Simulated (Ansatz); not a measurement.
# Element substitutions in MgO

Start from MgO in the rock salt structure (space group Fm-3m, No. 225; a = 4.2537 Å).

Each row replaces one element on all its sites; cell and atoms are relaxed.

Levels (all Ansatz, a quantum-chemistry and plane-wave program, PAW): PBE (420 eV, no spin-orbit coupling); PBEsol (420 eV, spin-orbit coupling left out).

The base cell above is that of PBE; each level relaxes its own structures.

```csv
case,"band gap, PBE","band gap, PBEsol"
O → F,zero,zero
Mg → Sr,3.33 eV,3.20 eV
Mg → Ca,3.66 eV,3.54 eV
```

The two levels differ by at most about 0.13 eV. They put the cases in the same order.

Whether these cells are dynamically stable was not tested. As relaxed here, MgF is a hypothetical phase, not in the database extracts checked. All final runs are without spin polarisation. An odd electron count without spin: MgF.
